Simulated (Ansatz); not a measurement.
Consider the surface energy of the Si(111) slab with 2 OH, the mean of its two faces, with the listed reservoirs for the atoms in excess. Reaction: 10 Si (diamond) + 2 H2O (gas) → cell A + H2 (gas).

Cell A: a slab of Si (diamond, Fd-3m) cut along (111), 14 atoms, hexagonal cell of 3.87 Å (13.0 Å²), symmetry C2, 17.7 Å thick under 16 Å of vacuum, in-plane vectors held at the crystal's; planes from bottom to top: H | O | Si × 10 | O | H; added, foreign or displaced atoms, above the top plane and below the bottom plane: two times OH bound through O to 1 Si at 1.69 Å; spin state with PBE: run without spin, k-point mesh 9×9×1.
```xyz
14
Lattice="3.8679 0.0000 0.0000 1.9339 3.3497 0.0000 0.0000 0.0000 33.4977" Properties=species:S:1:pos:R:3 pbc="T T T"
Si     1.4148     0.8240    10.8319
Si     5.2771     3.0597    10.0554
Si     3.3740     1.9307    13.9879
Si     1.4402     0.8139    13.2002
Si     5.3056     3.0488    17.1429
Si     3.3720     1.9321    16.3548
Si     1.4352     0.8168    20.2976
Si     5.3033     3.0499    19.5098
Si     3.3956     1.9128    23.4423
Si     1.4566     0.7998    22.6658
O      5.1682     3.1205     8.3723
H      2.0273     2.6748     7.9057
O      3.5027     1.8489    25.1254
H      2.7531     2.2556    25.5920
```

Reference: Si (diamond, Fd-3m), 2 atoms in the cell, a perfect crystal on lattice vectors that match the other cells', k-point mesh 9×9×9 on the run's own vectors.

Reference: an isolated H2 molecule (singlet) in a box of 11 × 11 × 13 Å.

Reference: an isolated H2O molecule (singlet) in a box of 11 × 13 × 13 Å.

Plane-wave PAW calculations with Ansatz (a first-principles code), its default PAW set, cutoff 420 eV. The structures are at rest with PBE, within the held lattices; other levels are single points on them. HSE06 runs on coarser k-point meshes, mended by the PBE difference between the two meshes. Neutral cells; Fermi-Dirac smearing of at most 0.05 eV in the solids, energies taken to zero width. The lattices are those relaxed with PBE, so at other levels the solids can be strained, which adds to the spread. A dispersion term (D3(BJ), or D4 for r2SCAN) was computed beside these levels and is taken off wherever the name lacks it. Nuclei at rest; no vibrational terms. The structures are the rest points that the relaxations reached, not proven lowest. No correction for cell size. Cell A has symmetry C2 and got no random move, so less symmetric positions, which may lie lower, weren't tried.

Q: Predict the value from HSE06.

A: -0.47 J/m², for 10 Si (diamond) + 2 H2O (gas) → cell A + H2 (gas).

Q: How does the value move with the functional?

A: 
```json
[
 {"Level": "PBE", "value (J/m²)": "-0.51", "less HSE06": "-0.04"}
]
```

The levels span only 0.04 J/m², too little to tell them apart.
